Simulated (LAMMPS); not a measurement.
Ni (fcc) at 1560 K and zero pressure, started from the crystal, with several potentials, in cells of their own sizes.

Models:
- EAM-type CuNi.eam.alloy: classical MD, pair style eam/alloy, file CuNi.eam.alloy (LAMMPS); Onat and Durukanoglu, J Phys Cond Matt, 26, 035404 (2014)
- EAM-type Ni.adp: classical MD, pair style adp, file Ni.adp (LAMMPS); Mishin et al, Acta Mater, 53, 4029 (2005)
- EAM-type NiAlH_jea.eam.alloy: classical MD, pair style eam/alloy, file NiAlH_jea.eam.alloy (LAMMPS); Moody and Baskes, Modell Sim Mater Sci Eng, 3, 289-307 (1995)
- EAM-type smf7: classical MD, pair style eam, the elements' _smf7.eam files (smf7) (LAMMPS); Foiles, Phys Rev B 32, 7685 (1985)
- EAM-type universal-3 set of Foiles, Baskes and Daw: classical MD, pair style eam, the elements' _u3.eam files (universal-3 set of Foiles, Baskes and Daw) (LAMMPS); Foiles et al, Phys Rev B, 33, 7983 (1986)
- MEAM MoCoNiVFeAlCr_2nn.meam: classical MD, pair style meam, file MoCoNiVFeAlCr_2nn.meam (LAMMPS); Wang, J., Kwon, H., Kim, H.S. et al. A neural network model for high entropy alloy design. npj Comput Mater 9, 60 (2023).
- MEAM Ni.meam: classical MD, pair style meam, file Ni.meam (LAMMPS)
- MEAM library.meam-Ni: classical MD, pair style meam, file library.meam (library.meam-Ni) (LAMMPS); Baskes, Phys Rev B, 46, 2727-2742 (1992)
- SNAP Ni_Zuo_JPCA2020.quadratic.snap: MD with a machine-learned potential, pair style snap, file Ni_Zuo_JPCA2020.quadratic.snap (LAMMPS); Y. Zuo, C. Chen, X, Li, Z. Deng, Y. Chen, J. Behler, G. Csányi, A. V. Shapeev, A. P. Thompson, M. A. Wood, S. P. Ong, "Performance and Cost Assessment of Machine Learning Interatomic Potentials" J. Phys. Chem. A 124, 4, 731-745 (2020)
- SNAP Ni_Zuo_JPCA2020.snap: MD with a machine-learned potential, pair style snap, file Ni_Zuo_JPCA2020.snap (LAMMPS); Y. Zuo, C. Chen, X, Li, Z. Deng, Y. Chen, J. Behler, G. Csányi, A. V. Shapeev, A. P. Thompson, M. A. Wood, S. P. Ong, "Performance and Cost Assessment of Machine Learning Interatomic Potentials" J. Phys. Chem. A 124, 4, 731-745 (2020)

| potential | state | volume | first peak of g(r) | coordination number | mean phonon frequency | rough cost (ms per atom and simulated ps) |
|---|---|---|---|---|---|---|
| EAM-type CuNi.eam.alloy | crystal; no diffusion seen in 30 ps | 11.8299 ± 0.0009 Å³/atom | 2.49 Å, height 3.4 | 12.2 (counted to 3.18 Å) | 5.4 THz | 0.3 to 1 |
| EAM-type Ni.adp | crystal; no diffusion seen in 30 ps | 11.4392 ± 0.0010 Å³/atom | 2.49 Å, height 3.8 | 12.1 (counted to 3.10 Å) | 5.8 THz | 1 to 3 |
| EAM-type NiAlH_jea.eam.alloy | crystal; no diffusion seen in 30 ps | 12.1405 ± 0.0010 Å³/atom | 2.50 Å, height 3.2 | 12.5 (counted to 3.26 Å) | 5.2 THz | 0.3 to 1 |
| EAM-type smf7 | crystal; no diffusion seen in 30 ps | 11.7525 ± 0.0006 Å³/atom | 2.50 Å, height 3.8 | 12.1 (counted to 3.14 Å) | 6.1 THz | 0.3 to 1 |
| EAM-type universal-3 set of Foiles, Baskes and Daw | crystal; no diffusion seen in 30 ps | 11.8503 ± 0.0007 Å³/atom | 2.50 Å, height 3.7 | 12.1 (counted to 3.14 Å) | 5.9 THz | 0.3 to 1 |
| MEAM MoCoNiVFeAlCr_2nn.meam | crystal; no diffusion seen in 30 ps | 11.627 ± 0.001 Å³/atom | 2.50 Å, height 4.1 | 12.0 (counted to 3.10 Å) | 6.3 THz | 10 to 30 |
| MEAM Ni.meam | crystal; no diffusion seen in 30 ps | 11.252 ± 0.001 Å³/atom | 2.51 Å, height 5.0 | 12.0 (counted to 3.06 Å) | 8.4 THz | 3 to 10 |
| MEAM library.meam-Ni | crystal; no diffusion seen in 30 ps | 11.2448 ± 0.0007 Å³/atom | 2.51 Å, height 5.2 | 12.0 (counted to 3.06 Å) | 8.6 THz | 3 to 10 |
| SNAP Ni_Zuo_JPCA2020.quadratic.snap | crystal; no diffusion seen in 15 ps | 11.654 ± 0.004 Å³/atom | 2.48 Å, height 3.6 | 12.1 (counted to 3.14 Å) | - | 30 to 100 |
| SNAP Ni_Zuo_JPCA2020.snap | crystal; no diffusion seen in 15 ps | 11.469 ± 0.003 Å³/atom | 2.49 Å, height 3.8 | 12.1 (counted to 3.10 Å) | - | 30 to 100 |

Costs are rough: whole-run CPU time with set-up and analysis, from shared machines, in bands a factor of about three wide.

Caution (row EAM-type NiAlH_jea.eam.alloy): this crystal lies over the melting point of about 1440 K that EAM-type NiAlH_jea.eam.alloy gives, so it is superheated.

Caution (rows MEAM Ni.meam; SNAP Ni_Zuo_JPCA2020.quadratic.snap; SNAP Ni_Zuo_JPCA2020.snap): a run this short can hold a crystal over, or a liquid under, the potential's own melting point, which these runs don't give.

Caution: the potential MEAM library.meam-Ni is a first-neighbour MEAM set with a 4 Å cutoff, used here without a parameter file and away from the static properties it was fitted to.

States go by the mean squared displacement: a species diffuses where it passes 1.5 Å², still rises and gives D over 1e-6 cm²/s; a crystal has left its structure where atoms lie 0.35 Å off their sites on average or a cubic box changes its shape by 3 %, or the axial ratios of another lie 8 % off the starting cell's, which the potential's own relaxation can also do.

The ± values are statistical; the model's systematic error is not in them.
